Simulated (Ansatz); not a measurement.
The parent structure is KBr in the rock salt structure (space group Fm-3m, No. 225; a = 6.5491 Å). Axes: x, y, z lie along the cube axes.

All numbers come from PBEsol/PAW in Ansatz (a program for electronic structure), no SOC.

Strains are applied to the cell and any free atomic positions relax; under biaxial strain the out-of-plane vector relaxes too.

One change was made to it. Results:

```json
[
 {"quantity": "gap character", "base": "direct at Γ", "after": "direct at Γ"},
 {"quantity": "energy relative to the base (free energy F)", "base": "0 meV/atom", "after": "+2.2 meV/atom"},
 {"quantity": "band gap", "base": "4.34 eV", "after": "4.40 eV"}
]
```

Question: What was done to the base?
A) biaxial strain +3.00 %, plane normal [001], relaxed out of plane
B) biaxial strain −1.50 %, plane normal [001], relaxed out of plane
C) biaxial strain −2.50 %, plane normal [001], relaxed out of plane

Answer: B, biaxial strain −1.50 %, plane normal [001], relaxed out of plane. For comparison, the band gap in the other runs: biaxial strain +3.00 %, plane normal [001], relaxed out of plane gives 4.20 eV; biaxial strain −2.50 %, plane normal [001], relaxed out of plane gives 4.44 eV.

Stability against distortions was not tested. Labels are those of the standard path for the cell's own space group.
